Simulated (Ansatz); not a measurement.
The reference is Ga$_{2}$O$_{3}$ in the corundum structure (space group R-3c, No. 167).

```yaml
crystal:
  lattice:
    - [2.47497, 1.42892, 4.43525]
    - [-2.47497, 1.42892, 4.43525]
    - [0.00000, -2.85785, 4.43525]
  atoms:
    - { symbol: Ga, position: [0.64424, 0.64424, 0.64424] }
    - { symbol: Ga, position: [0.14424, 0.14424, 0.14424] }
    - { symbol: Ga, position: [0.35576, 0.35576, 0.35576] }
    - { symbol: Ga, position: [0.85576, 0.85576, 0.85576] }
    - { symbol: O, position: [0.75000, 0.44721, 0.05279] }
    - { symbol: O, position: [0.05279, 0.75000, 0.44721] }
    - { symbol: O, position: [0.25000, 0.55279, 0.94721] }
    - { symbol: O, position: [0.55279, 0.94721, 0.25000] }
    - { symbol: O, position: [0.94721, 0.25000, 0.55279] }
    - { symbol: O, position: [0.44721, 0.05279, 0.75000] }
```

Cartesian axes are those of the cell as printed.

Method: Ansatz (an electronic-structure program), LDA, PAW, cutoff 420 eV, spin-orbit coupling left out.

For the base:

The smallest direct gap is 3.31 eV and the band gap comes out as 3.04 eV. The pressure is 0.00 GPa.

One thing is altered: tensor shear ε_xz = +0.80 % (engineering shear γ = 0.0160), atoms relaxed at fixed cell.

What happens to the smallest direct gap?

The smallest direct gap is still 3.31 eV.

Predict the new band gap.

The band gap goes up by 0.01 eV, from 3.04 eV to 3.05 eV.

How does this affect the pressure?

The pressure (mean of the normal stresses, compression positive) hardly moves (0.00 GPa against 0.05 GPa).

Predict the new energy relative to the base.

The energy rises by 0.7 meV/atom.

The cells carry an imposed strain or load. Whether these cells are dynamically stable was not tested.
